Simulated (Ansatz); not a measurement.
The parent structure is Ru in the hcp (Mg type) structure (space group P6_3/mmc, No. 194; a = 2.722 Å, c = 4.294 Å; relaxed with 0.1 eV smearing). Axes: x lies along a and z along c of the hexagonal cell.

Level of theory: PBE (Ansatz, an electronic-structure program; PAW; 420 eV plane waves; without spin-orbit coupling).

Before the change:

| Quantity | Value |
|---|---|
| Shortest interatomic distance | 2.661 Å |

Now apply this change: the cell is stretched by 1.00 % along z with no lateral relaxation, atoms relaxed at fixed cell.

### Question
How does this affect the energy relative to the base and shortest interatomic distance?

### Answer
The energy rises by 2.7 meV/atom; the shortest interatomic distance grows by 0.017 Å (2.661 Å → 2.678 Å).

The cells carry an imposed strain or load. Stability against distortions was not tested. The final runs are not spin-polarised.
